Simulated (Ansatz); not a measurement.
The reference is Ag in the hcp (Mg type) structure (space group P6_3/mmc, No. 194; a = 2.860 Å, c = 4.712 Å; relaxed with 0.1 eV smearing). Axes: x lies along a and z along c of the hexagonal cell.

Level of theory: PBEsol/PAW in Ansatz (a program for electronic structure), spin-orbit coupling left out, earlier PAW set.

Strains are applied to the cell and any free atomic positions relax; under biaxial strain the out-of-plane vector relaxes too.

One change was made to it. Results:

The pressure (mean of the normal stresses, compression positive) goes from zero to 2.0 GPa; the band gap remains zero.

Question: What was done to the base?
A) biaxial strain −1.95 %, plane normal [001], relaxed out of plane
B) strain tensor (xx, yy, zz, yz, xz, xy) = (−1.01, −1.16, +0.01, +0.44, +0.87, +0.82) %
C) biaxial strain −4.38 %, plane normal [001], relaxed out of plane
D) isotropic strain −5.71 %
E) isotropic strain −0.53 %

Answer: E, isotropic strain −0.53 %. For comparison, the pressure in the other runs: biaxial strain −4.38 %, plane normal [001], relaxed out of plane gives 8.8 GPa; biaxial strain −1.95 %, plane normal [001], relaxed out of plane gives 3.1 GPa; isotropic strain −5.71 % gives 34.2 GPa; strain tensor (xx, yy, zz, yz, xz, xy) = (−1.01, −1.16, +0.01, +0.44, +0.87, +0.82) % gives 2.8 GPa.

Whether these cells are dynamically stable was not tested. This is not the structure that Ag has at room temperature and ambient pressure.
